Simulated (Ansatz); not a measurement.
GaP under a change: pressure 15 GPa

The reference is GaP in the zinc blende structure (space group F-43m, No. 216; a = 5.5060 Å).

The change: cell and atoms relaxed at a pressure of 15 GPa.

Method: Ansatz (a program for electronic structure), PBE, PAW, cutoff 420 eV, scalar-relativistic without spin-orbit coupling. Settings: 10×10×10 k-points, 0.05 eV Fermi–Dirac smearing.

The lattice parameter a falls by 0.4814 bohr, from 10.405 bohr to 9.923 bohr and the enthalpy H = E + PV relative to the base's energy comes out as +1.81 eV/atom. The band gap shrinks by 0.21 eV, from 1.58 eV to 1.37 eV and the gap character goes from direct at Γ to indirect, Γ → Γ–X (88 % along). The smallest direct gap increases by 1.19 eV, from 1.58 eV to 2.77 eV and the width of the top valence band goes up by 0.726 eV, from 3.28 eV to 4.00 eV. The electron mass changes from 0.10 mₑ (at Γ) to 1.3 mₑ along k, 0.22 mₑ across (off the special points) and the hole mass (degenerate bands, along [100]) goes from 0.098, 0.40, 0.40 mₑ (at Γ) to 0.15, 0.33, 0.33 mₑ (at Γ). The valley order (the lowest conduction-band minima on the path, energy above the VBM, named in the base's zone) becomes a point along ⟨100⟩, about 1.0 Å⁻¹ from Γ 1.37 eV; L along ⟨111⟩ 2.01 eV; Γ 2.77 eV (base: Γ 1.58 eV; L along ⟨111⟩ 1.58 eV; a point along ⟨100⟩, about 1.0 Å⁻¹ from Γ 1.64 eV).

Load acts through the strain it causes; cell and atoms are relaxed under it. Effective masses come from finite differences of ±0.01 Å⁻¹. Along k means along the line from Γ to the band edge. Stability against distortions was not tested. Tetrahedral semiconductors of this kind turn to denser phases somewhere between about 1 and 50 GPa; those were not computed, so compressed cells here can lie past the real transition. The real GaP has an indirect gap at ambient pressure; PBE orders its close-lying valleys differently.
